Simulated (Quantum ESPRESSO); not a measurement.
**Short convergence ladders for HfPt3 (P4mm, 4 atoms in the cell)**

```yaml
crystal:
  lattice:
    - [4.02246, 0.00000, 0.00000]
    - [0.00000, 4.02246, 0.00000]
    - [0.00000, 0.00000, 4.02246]
  atoms:
    - { symbol: Hf, position: [0.00000, 0.00000, 0.01243] }
    - { symbol: Pt, position: [0.50000, 0.50000, 0.00000] }
    - { symbol: Pt, position: [0.00000, 0.50000, 0.50000] }
    - { symbol: Pt, position: [0.50000, 0.00000, 0.50000] }
```

Base method: LDA (PZ), GBRV 1.5 ultrasoft (LDA) pseudopotentials (plane waves; Quantum ESPRESSO).

Base settings: ecutwfc = 40 Ry; ecutrho = 320 Ry; occupations = smearing; smearing = gauss; degauss = 0.0073499 Ry; potentials = {Hf: hf_lda_v1.uspp.F.UPF, Pt: pt_lda_v1.4.uspp.F.UPF}; K_POINTS = automatic 4 4 4 0 0 0; conv_thr = 1e-09 Ry.

The count of work is k-points × plane waves × bands × iterations; it is no time. Core times come from one kind of shared machine, to one figure; runs under 30 s give none.

**The k-point mesh at a smearing width of 0.02 eV**

In this ladder: degauss = 0.00147 Ry.

Only quantities that move along the ladder and can be compared are tabulated.

```tsv
K_POINTS	free energy less the last step's (meV/atom)	pressure (GPa)	largest difference of a force vector from the last step's (eV/Å)	count of work / last	core time / last (rough)
automatic 3 3 3 0 0 0	21.51	-12.19	0.017	0.016	–
automatic 5 5 5 0 0 0	0.84	-13.21	0.002	0.044	–
automatic 8 8 8 0 0 0	1.97	-13.25	0.002	0.17	0.3
automatic 11 11 11 0 0 0	-0.75	-13.23	0.001	0.31	0.4
automatic 16 16 16 0 0 0	0.00	-13.24	0.000	1.0	1
```

Coarsest K_POINTS that holds the forces within 0.01 eV/Å of the last step, with all finer ones: automatic 5 5 5 0 0 0, at 0.044 of the last step's count of work; the step before is off by 0.017 eV/Å.

Coarsest K_POINTS that holds the pressure within 0.1 GPa of the last step, with all finer ones: automatic 5 5 5 0 0 0, at 0.044 of the last step's count of work; the step before is off by 1.0 GPa.

Coarsest K_POINTS that holds the free energy within 5 meV/atom of the last step, with all finer ones: automatic 5 5 5 0 0 0, at 0.044 of the last step's count of work; the step before is off by 22 meV/atom.

**The width of Fermi-Dirac smearing**

In this ladder: smearing = fd; K_POINTS = automatic 7 7 7 0 0 0.

Narrow widths need finer meshes than wide ones, so the last steps can hold mesh noise.

Only quantities that move along the ladder and can be compared are tabulated; pressure and forces are left out, as mesh noise rules them at narrow widths.

| degauss | free energy less the last step's (meV/atom) | energy extrapolated to zero width less the last step's (meV/atom) |
|---|---|---|
| 0.073499 Ry | -925.60 | 187.26 |
| 0.036749 Ry | -148.76 | 62.55 |
| 0.02205 Ry | -31.52 | 17.62 |
| 0.0073499 Ry | 0.00 | 0.00 |

Widest degauss that holds the energy extrapolated to zero width within 2 meV/atom: not settled: the last two steps still differ by 18 meV/atom, over half the tolerance, so the ladder does not show it.

Widest degauss that holds the free energy within 5 meV/atom: not settled: the last two steps still differ by 32 meV/atom, over half the tolerance, so the ladder does not show it.

**The SCF threshold**

The mesh stays at the base's, so the ladder's end is converged at best in this setting alone.

Only quantities that move along the ladder and can be compared are tabulated.

| conv_thr | free energy less the last step's (meV/atom) | largest difference of a force vector from the last step's (eV/Å) | count of work / last |
|---|---|---|---|
| 0.0073 Ry | 9.06 | 0.073 | 0.29 |
| 7.3e-05 Ry | 0.01 | 0.029 | 0.53 |
| 7.3e-07 Ry | 0.00 | 0.001 | 0.65 |
| 7.3e-09 Ry | 0.00 | 0.000 | 0.76 |
| 1e-09 Ry | 0.00 | 0.000 | 0.76 |
| 7.3e-14 Ry | 0.00 | 0.000 | 1.0 |

Coarsest conv_thr that holds the forces within 0.005 eV/Å of the last step, with all finer ones: 7.3e-07 Ry; the step before is off by 0.029 eV/Å.

Coarsest conv_thr that holds the free energy within 1 meV/atom of the last step, with all finer ones: 7.3e-05 Ry; the step before is off by 9.1 meV/atom.

On the base run: the starting cell comes from a database of computed structures (which also holds hypothetical and non-ambient phases and stackings), without a prior relaxation at this level. Its lattice was rescaled by up to half a per cent. One atom was moved a little off its site on purpose. Spin polarisation is off. In the base run, with a pressure of about -13 GPa the cell is away from its equilibrium volume at this level. Without a gap this mesh is coarse (it stands for a supercell whose shortest vector is 16 Å).

Left out of this page: 2 runs of the series outside the window shown, repeating another row's setting, or not comparable.
